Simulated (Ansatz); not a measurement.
AlB2-type ZrB2 was calculated with PBE-D4 (PAW; Ansatz, a quantum-chemistry and plane-wave program).

Settings: plane-wave cutoff 520 eV, 24×24×16 k mesh (along the axes of the cell as run), Fermi–Dirac smearing 0.05 eV, scalar-relativistic PAW data made under PBE.

The volume scan:

| V (Å³/atom) | E − E_lowest (meV/atom) | P (GPa) |
|---|---|---|
| 9.633 | 13.29 | 10.97 |
| 9.833 | 3.21 | 5.21 |
| 10.034 | 0.00 | 0.00 |
| 10.235 | 3.01 | -4.73 |
| 10.435 | 11.66 | -9.01 |

Task: What bulk modulus B0 and pressure derivative B′ does a third-order Birch–Murnaghan fit give?

Result: V0 = 10.034 Å³/atom, B0 = 248 GPa, B′ = 3.9 (fit to the energies at full precision).

Shape and atoms are relaxed at each volume.

Note: the bulk modulus comes from volumes at which shape and atoms were relaxed.

The computed numbers hold no vibrational or temperature effects.
